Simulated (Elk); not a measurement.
A self-consistent single point of Zr4Al3 (P6/mmm, 7 atoms in the cell) with Elk.

Computed with LDA (PW92), all-electron FP-LAPW, Elk's shipped species files, APW+lo basis with extra local orbitals in Elk.

The change in words: lattice scaled by 0.98. Reference geometry:
```
CELL_PARAMETERS angstrom
      5.46907     0.00000     0.00000
     -2.73453     4.73635     0.00000
      0.00000     0.00000     5.42910
ATOMIC_POSITIONS crystal
  Zr 0.00000 0.00000 0.26033
  Zr 0.00000 0.00000 0.73967
  Zr 0.33333 0.66667 0.50000
  Zr 0.66667 0.33333 0.50000
  Al 0.00000 0.50000 0.00000
  Al 0.50000 0.00000 0.00000
  Al 0.50000 0.50000 0.00000
```

Reference input (self-consistent single point, DFT, LDA (PW92), all-electron FP-LAPW, Elk's shipped species files, APW+lo basis with extra local orbitals): xctype = 3; rgkmax = 7.5; stype = 3; swidth = 0.00367493 Ha; ngridk = 5 5 4; gmaxvr = 14 1/bohr; nxlo = 2; lorbcnd = true; rmtscf = 0.89; lmaxi = 2. This run's input differs from it in these lines:

```diff
@@ -34,5 +34,5 @@
 avec
-    5.4690670248   -0.0000002558    0.0000000000
-   -2.7345332909    4.7363511064    0.0000000000
-    0.0000000000    0.0000000000    5.4291000000
+    5.3596858659   -0.0000004689    0.0000000000
+   -2.6798425269    4.6416243506    0.0000000000
+    0.0000000000    0.0000000000    5.3205180000
```

Output, abridged:

```
│ Self-consistent loop started │
│ Loop number : 1 │
 total energy                :     -15115.1969035
│ Loop number : 2 │
 total energy                :     -15115.1338860
RMS change in Kohn-Sham potential (target) :   0.9683967430E-01 (  0.1000000000E-05)
Absolute change in total energy (target)   :   0.6301754883E-01 (  0.1000000000E-03)
│ Loop number : 3 │
 total energy                :     -15114.9813848
RMS change in Kohn-Sham potential (target) :   0.8286739356E-01 (  0.1000000000E-05)
Absolute change in total energy (target)   :   0.1682555717     (  0.1000000000E-03)
│ Loop number : 4 │
   [... lines left out ...]
Absolute change in total energy (target)   :   0.3360118681E-03 (  0.1000000000E-03)
│ Loop number : 14 │
 total energy                :     -15107.1265803
RMS change in Kohn-Sham potential (target) :   0.2344753059E-05 (  0.1000000000E-05)
Absolute change in total energy (target)   :   0.2845265772E-04 (  0.1000000000E-03)
│ Loop number : 15 │
 total energy                :     -15107.1264973
RMS change in Kohn-Sham potential (target) :   0.6863776624E-06 (  0.1000000000E-05)
Absolute change in total energy (target)   :   0.7587478649E-04 (  0.1000000000E-03)
Convergence targets achieved

│ Loop number : 16 │

Energies :
 Fermi                       :     0.353851063731
 total energy                :     -15107.1264825

Density of states at Fermi energy :    113.1784130
 (states/Hartree/unit cell)

Estimated indirect band gap :   0.4300463562E-02
 from k-point     15 to k-point      3
Estimated direct band gap   :   0.5646949610E-02
 at k-point     15

Charges :
 core                        :    124.0000000
 valence                     :    75.00000000
 interstitial                :    16.99028244
 muffin-tins (core leakage)
  species :    1 (Zr)
   atom    1                 :    37.43426575     (  0.2224637897E-04)
   atom    2                 :    37.43426575     (  0.2224637897E-04)
   atom    3                 :    37.24866482     (  0.2189804286E-04)
   [... lines left out ...]
   atom    1                 :    10.88128548     (  0.1781007100E-02)
   atom    2                 :    10.88128548     (  0.1781007100E-02)
   atom    3                 :    10.88128548     (  0.1781007100E-02)
 total in muffin-tins        :    182.0097176
 total calculated charge     :    198.9962773
 total charge                :    199.0000000
 error                       :   0.3722746142E-02

│ Self-consistent loop stopped │
```

The run converged in 16 iterations. The count includes the last loop, which Elk runs after its targets are met. Against the reference run the free energy goes down by 29.7 meV/atom.

The starting cell comes from a database of computed structures (which also holds hypothetical and non-ambient phases and stackings), without a prior relaxation at this level. Its lattice was rescaled by a random factor within 2.5 % of one. For this run, on top of that: lattice scaled by 0.98. Values depend on the basis (sphere radii, cutoffs, local orbitals), which need not be converged. The log's line on a gap gives a spacing of levels on this mesh, which the program prints for metals too.

Cost on one core of a shared machine: roughly 5 min.
